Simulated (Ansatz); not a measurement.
## TlI under a change: uniaxial stress, 8 GPa compression along z

The reference is TlI in the CsCl type structure (space group Pm-3m, No. 221; a = 4.245 Å; a model cell). Axes: x, y, z lie along the cube axes.

The change: uniaxial stress, 8 GPa compression along z, with the cell and atoms free to relax against it.

Method: r2SCAN/PAW in Ansatz (an electronic-structure program), no spin-orbit coupling. Settings: 8×8×8 k-points, 0.05 eV Fermi–Dirac smearing.

| quantity | base | changed | shift |
|---|---|---|---|
| volume per atom | 38.25 Å³ | 34.96 Å³ | -3.298 Å³ |
| space group | Pm-3m (No. 221) | P4/mmm (No. 123) | – |
| shortest interatomic distance | 3.676 Å | 3.596 Å | -0.080 Å |
| energy relative to the base (free energy F) | 0 meV/atom | +119 meV/atom | +119 meV/atom |
| band gap | 2.08 eV | 0.28 eV | -1.80 eV |
| gap character | – | indirect, M → A | – |
| smallest direct gap | 2.48 eV | 1.58 eV | -0.90 eV |
| electron mass | – | 0.18 mₑ along z, 0.27 mₑ across (at R) | – |
| valley order (the lowest conduction-band minima on the path, energy above the VBM, named in the base's zone) | R along ⟨111⟩ 2.08 eV; X along ⟨100⟩ 2.39 eV | R along [111] 0.28 eV; X along [001] 0.57 eV; X along [010] 1.49 eV | – |
| strain response (xx, yy, zz) | – | (+3.51, +3.51, −14.71) % | – |

With I and Tl present, leaving out spin-orbit coupling can change the band edges. Masses are band curvatures over ±0.01 Å⁻¹ around the edge. Stability under load was not tested beyond the relaxation. The zero or small gap of TlI under uniaxial stress, 8 GPa compression along z can change with the level of theory. k-point labels follow each cell's own Brillouin zone.
